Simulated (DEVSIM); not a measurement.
System: abrupt Si p-n junction, at 300 K.

| layer (left to right) | material | thickness (μm) | Nd (cm⁻³) | Na (cm⁻³) | τn (s) | τp (s) |
|---|---|---|---|---|---|---|
| 1 | Si | 0.280 | - | 1.2e15 | 1.6e-6 | 1.6e-6 |
| 2 | Si | 170 | 9.9e14 | - | 1.6e-6 | 1.6e-6 |

Left contact: ohmic. Right contact: ohmic. Voltage is applied to the left contact. Recombination: SRH at mid-gap, Auger. Mobility is constant in doping.

This is a model device: material constants are rounded textbook-type values typed into the input, and sizes, dopings and lifetimes were drawn at random. Values at 300 K.

```tsv
parameter	Si
gap (eV)	1.124
affinity (eV)	4.05
permittivity	11.7
Nc (cm⁻³)	2.86e19
Nv (cm⁻³)	3.1e19
μn (cm²/Vs)	1417
μp (cm²/Vs)	470
Cn (cm⁶/s)	2.8e-31
Cp (cm⁶/s)	9.9e-32
```

Model (solved in DEVSIM): 1D drift-diffusion, Boltzmann statistics, complete ionisation; no tunnelling, impact ionisation, image-force lowering or self-heating.

Q: Tabulate band edges, carrier densities and field at -2.0 V on the left contact.

A: Energies count from the Fermi level of the right contact; mesh points crowd at the junctions.

```csv
x (μm),Ec (eV),Ev (eV),n (cm⁻³),p (cm⁻³),field (V/cm)
0.000,2.861,1.737,97000,1.2e15,-20000
0.03204,2.798,1.674,95000,1.0e14,-20000
0.09923,2.660,1.536,89000,5.1e11,-21000
0.2000,2.438,1.314,83000,9.4e7,-23000
0.2694,2.274,1.150,80000,190000,-24000
0.2952,2.211,1.087,81000,45000,-24000
0.3521,2.076,0.952,84000,30000,-23000
0.5700,1.603,0.479,100000,27000,-20000
1.027,0.847,-0.277,340000,16000,-13000
2.226,0.267,-0.857,9.5e14,980,-95
5.091,0.266,-0.858,9.9e14,8300,≈ 0
16.05,0.266,-0.858,9.9e14,32000,≈ 0
39.01,0.266,-0.858,9.9e14,67000,≈ 0
91.94,0.266,-0.858,9.9e14,100000,≈ 0
147.3,0.266,-0.858,9.9e14,110000,≈ 0
160.9,0.266,-0.858,9.9e14,120000,≈ 0
166.5,0.266,-0.858,9.9e14,120000,≈ 0
168.8,0.266,-0.858,9.9e14,120000,≈ 0
169.8,0.266,-0.858,9.9e14,120000,≈ 0
170.1,0.266,-0.858,9.9e14,120000,≈ 0
170.2,0.266,-0.858,9.9e14,120000,≈ 0
170.3,0.266,-0.858,9.9e14,120000,≈ 0
```
